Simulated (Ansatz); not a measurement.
The parent structure is AlN in the zinc blende structure (space group F-43m, No. 216; a = 4.342 Å). Axes: x, y, z lie along the cube axes.

Calculations: plane-wave PAW DFT at the LDA level (Ansatz, an electronic-structure program, 420 eV), spin-orbit coupling left out.

Base values:

```
Quantity                         Result
-----------------------------  --------
Band gap                        3.25 eV
Shortest interatomic distance   1.880 Å
Pressure                       0.00 GPa
```

One thing is altered: a pure shear with ε_xy = ε_yx = 0.0029, atoms relaxed at fixed cell.

**Question.** Predict the new band gap.

**Answer.** The band gap falls by 0.026 eV (3.25 eV → 3.23 eV).

**Question.** Predict the new energy relative to the base.

**Answer.** The energy stays essentially unchanged.

**Question.** Estimate the effect on the shortest interatomic distance.

**Answer.** The shortest interatomic distance stays essentially unchanged (1.880 Å against 1.879 Å).

**Question.** Estimate the effect on the pressure.

**Answer.** The pressure (mean of the normal stresses, compression positive) is nearly the same (0.00 GPa against 0.01 GPa).

The cells carry an imposed strain or load. No phonon test of stability was made. This is not the structure that AlN has at room temperature and ambient pressure.
